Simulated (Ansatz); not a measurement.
Base system: CdS in the zinc blende structure (space group F-43m, No. 216; a = 5.927 Å).

The values are results of PBE/PAW in Ansatz (a quantum-chemistry and plane-wave program), no spin-orbit coupling, not measurements.

Before the change:

The band gap is 1.04 eV, the density is 4.61 g/cm³ and the electron mass is 0.12 mₑ (at Γ). The width of the top valence band comes out as 2.02 eV.

Modification: a hydrostatic pressure of 3 GPa.

### Question
Predict the new band gap.

### Answer
The band gap goes up by 0.11 eV, from 1.04 eV to 1.15 eV.

### Question
How does this affect the density?

### Answer
The density rises by 0.24 g/cm³ to 4.85 g/cm³.

### Question
What happens to the electron mass?

### Answer
The electron mass changes from 0.12 mₑ (at Γ) to 0.13 mₑ (at Γ).

### Question
What happens to the width of the top valence band?

### Answer
The width of the top valence band increases by 0.17 eV to 2.19 eV.

Load acts through the strain it causes; cell and atoms are relaxed under it. Masses are band curvatures over ±0.01 Å⁻¹ around the edge. No phonon test of stability was made. Tetrahedral semiconductors of this kind turn to denser phases somewhere between about 1 and 50 GPa; those were not computed, so compressed cells here can lie past the real transition.
